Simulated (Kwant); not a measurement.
Device: GaN/Al0.2Ga0.8N stack with 1 barrier. One parabolic valley. Leads of mass 0.2 mₑ with the band edge at 0; grid 0.1 nm; bias swept from 0.014 to 0.43979 V, dropping linearly over the stack. Emitter Fermi level 0.07 eV, 300 K, equal in the collector.

```
layer  thickness (nm)  band offset (eV)  mass (mₑ)
-----  --------------  ----------------  ---------
1                 3.2              0.35       0.22
```

The device is made up for the run: typed textbook-type constants, with dimensions and the other settings drawn at random.

Kwant, one-band effective-mass tight-binding model in one dimension, coherent, no space charge, current by the Tsu-Esaki formula.

```
bias (V)       A       B       C       D
--------  ------  ------  ------  ------
0.01400     2230   10000     798    4220
0.03766     5840   26100    2100   11000
0.06131     9260   41000    3360   17400
0.08497    12600   55200    4620   23600
0.1086     16100   69500    5980   29900
0.1323     20000   84700    7530   36800
0.1559     24400  102000    9380   44600
0.1796     29600  121000   11600   53600
0.2032     35800  142000   14400   64100
0.2269     43300  167000   17900   76400
0.2505     52200  196000   22200   90800
0.2742     63000  228000   27600  108000
0.2979     76100  265000   34600  128000
0.3215     91800  307000   43400  151000
0.3452    111000  354000   54600  179000
0.3688    134000  407000   69000  211000
0.3925    162000  466000   87400  249000
0.4398    237000  604000  141000  344000
```

Problem. Column A is the base. The others each differ by one change: mass in the first barrier 0.22 → 0.13 mₑ; mass in the first barrier 0.22 → 0.18 mₑ; mass in the first barrier 0.22 → 0.29 mₑ. Which is which?

Solution. B: mass in the first barrier 0.22 → 0.13 mₑ; C: mass in the first barrier 0.22 → 0.29 mₑ; D: mass in the first barrier 0.22 → 0.18 mₑ.
